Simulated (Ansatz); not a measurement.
Ansatz (an electronic-structure program) run on CsCdCl₃ (Pm-3m, 5 atoms in the cell): relaxation of cell and atoms.

Method of the run: LDA (PW92), default PAW files made with PBE (plane waves; Ansatz).

The change in words: atoms on their sites; basis.ecutwfc: 30.9 Ry → 37.1 Ry; relax: default → cell and atoms. Reference geometry:
```xyz
5
Lattice="5.2802 0.0000 0.0000 0.0000 5.2802 0.0000 0.0000 0.0000 5.2802" Properties=species:S:1:pos:R:3 pbc="T T T"
Cs     0.0000     0.0000     0.0500
Cd     2.6401     2.6401     2.6401
Cl     0.0000     2.6401     2.6401
Cl     2.6401     0.0000     2.6401
Cl     2.6401     2.6401     0.0000
```

Reference input (self-consistent single point, DFT, LDA (PW92), plane waves, default PAW files made with PBE): basis.ecutwfc = 30.9 Ry; kpoints.mp_grid.grid = 5 5 5; hamiltonian.xc = lda; hamiltonian.pseudopotentials = {kind: paw} (the program's default PAW files); scf.occupations.method = fixed. This run's input differs from it in these lines:

Ansatz 0.2 input:
```diff
@@ -6,3 +6,3 @@
   atoms:
-    - { symbol: Cs, position: [0.00000000, 0.00000000, 0.00946900] }
+    - { symbol: Cs, position: [0.00000000, 0.00000000, 0.00000000] }
     - { symbol: Cd, position: [0.50000000, 0.50000000, 0.50000000] }
@@ -12,3 +12,3 @@
 basis:
-  ecutwfc: 30.9 Ry
+  ecutwfc: 37.1 Ry
 kpoints:
@@ -20,2 +20,4 @@
   occupations: { method: fixed }
+relax:
+  cell: {}
 output:
```

Log, with long lists cut:

```
   [... SCF lines of the steps left out ...]
relax step   1: F+E_penalty+E_count = -16762.32070107 eV  Δ(F+E_penalty+E_count) = +0.000e0 eV  max|allowed force component| = 1.735e-28 eV/Å  Δτ_max = 0.0000 Å  P = -3.240 GPa  Ω = 147.214 Å³  (7 SCF iters, dr2 threshold 1.00e-7 eV, accepted)
relax step   2: F+E_penalty+E_count = -16762.46631754 eV  Δ(F+E_penalty+E_count) = -1.456e-1 eV  max|allowed force component| = 1.603e-29 eV/Å  Δτ_max = 0.0000 Å  P = -0.719 GPa  Ω = 136.054 Å³  energy of the carried Pulay correction = +3.416e-4 eV  [...]
   [... lines left out ...]
relax step   4: F+E_penalty+E_count = -16762.47181267 eV  Δ(F+E_penalty+E_count) = -2.404e-4 eV  max|allowed force component| = 3.642e-30 eV/Å  Δτ_max = 0.0000 Å  P = -0.006 GPa  Ω = 133.700 Å³  energy of the carried Pulay correction = +4.172e-4 eV  [...]
relax step   5: F+E_penalty+E_count = -16762.47139780 eV  Δ(F+E_penalty+E_count) = +4.149e-4 eV  max|allowed force component| = 3.019e-29 eV/Å  Δτ_max = 0.0000 Å  P = -0.006 GPa  Ω = 133.700 Å³  stress off target by 5.88e-3 GPa  SCF on the basis [...]
basis re-selected at this cell: Δ(F+E_penalty+E_count) = +4.149e-4 eV, ΔP = +0.000 GPa vs the last step
the relaxation is at rest under the 48 symmetry operations that the run kept from its start: a minimum is not shown …
Stability not checked: this state was not tested for a lower state beside it, because too few of the mixer's solves of this state at the end of the SCF gave a …
Free energy (F): -16762.471398 eV
Internal energy: -16762.471398 eV  (E = F + TS)
   [... lines left out ...]
Fermi energy:    4.169555 eV
  cell:  # Å, volume = 133.7003 Å³
   [... lines left out ...]
    - [-1.348150961071065e-33, 0.0, 5.113412096146562]
  atoms:
    - { symbol: Cs, position: [-8.206787848085014e-36, 7.902832742766437e-36, 3.039551054888096e-36] }
    - { symbol: Cd, position: [0.5, 0.5, 0.5] }
    - { symbol: Cl, position: [-8.206787847994517e-36, 0.5, 0.5] }
    - { symbol: Cl, position: [0.5, -2.2112733924372238e-35, 0.5] }
    - { symbol: Cl, position: [0.5, 0.5, -1.5197755274512707e-36] }
```

The run converged. 

Summary of the result:
Free energy E − TS (on the zero of these files): -16762.4714 eV
Top of the valence band (on the code's own zero): 4.17 eV
Gap on the k-point mesh: 1.80 eV
Pressure: -0.01 GPa
Final cell: a = b = c = 5.1134 Å, α = β = γ = 90.00°
Final volume per atom: 26.74 Å³
Relaxation steps: 5

The starting cell comes from a database of computed structures (which also holds hypothetical and non-ambient phases and stackings), without a prior relaxation at this level. Its lattice was rescaled by up to half a per cent. The relaxation keeps the symmetry of its start, so its end need not be a minimum. Ansatz's pressure includes its estimate of the finite-basis (Pulay) stress.
